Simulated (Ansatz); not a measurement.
# Effect of tensor shear ε_xz = +1.35 % on GaS

The parent structure is GaS in the beta-GaS type structure (space group P6_3/mmc, No. 194; a = 3.534 Å, c = 15.039 Å; layered, stacked along the Cartesian z axis). Axes: x lies along a and z along c of the hexagonal cell.

Now apply this change: tensor shear ε_xz = +1.35 % (engineering shear γ = 0.0270), atoms relaxed at fixed cell.

The values are results of PBEsol-D3(BJ)/PAW in Ansatz (a quantum-chemistry and plane-wave program), no spin-orbit coupling, not measurements. Γ-centred 11×11×3 mesh, Fermi–Dirac width 0.05 eV.

```json
[
 {"quantity": "volume per atom", "base": "20.33 Å³", "changed": "20.33 Å³", "shift": "0.00 Å³"},
 {"quantity": "space group", "base": "P6_3/mmc (No. 194)", "changed": "C2/c (No. 15)", "shift": "–"},
 {"quantity": "shortest interatomic distance", "base": "2.314 Å", "changed": "2.313 Å", "shift": "-0.001 Å"},
 {"quantity": "energy relative to the base (free energy F)", "base": "0 meV/atom", "changed": "+0.6 meV/atom", "shift": "+0.6 meV/atom"},
 {"quantity": "pressure (mean of the normal stresses, compression positive)", "base": "0.0 kbar", "changed": "0.4 kbar", "shift": "+0.4 kbar"},
 {"quantity": "band gap", "base": "1.29 eV", "changed": "1.28 eV", "shift": "-0.01 eV"},
 {"quantity": "gap character", "base": "–", "changed": "indirect, Γ → V₂", "shift": "–"},
 {"quantity": "smallest direct gap", "base": "1.73 eV", "changed": "1.73 eV", "shift": "-0.007 eV"},
 {"quantity": "valence-band top at Γ (three highest levels, from the VBM)", "base": "0.00, -1.45, -1.45 eV", "changed": "0.00, -1.45, -1.46 eV", "shift": "–"},
 {"quantity": "largest internal atomic displacement", "base": "–", "changed": "0.053 Å", "shift": "–"},
 {"quantity": "stress (xx, yy, zz, yz, xz, xy; compression positive)", "base": "–", "changed": "(-0.01, 0.04, 0.09, 0.00, -0.35, 0.00) GPa", "shift": "–"}
]
```

Final structure:

```
CELL_PARAMETERS angstrom
      3.53420     0.00000     0.04771
     -1.76710     3.06071    -0.02386
      0.20303     0.00000    15.03891
ATOMIC_POSITIONS crystal
  Ga 0.33635 0.66059 0.66958
  Ga 0.67577 0.33941 0.16958
  Ga 0.66365 0.33941 0.33042
  Ga 0.32423 0.66059 0.83042
  S  0.35049 0.67277 0.09697
  S  0.67772 0.32723 0.59697
  S  0.64951 0.32723 0.90303
  S  0.32228 0.67277 0.40303
```

The cells carry an imposed strain or load. Stability against distortions was not tested. Labels are those of the standard path for the cell's own space group.
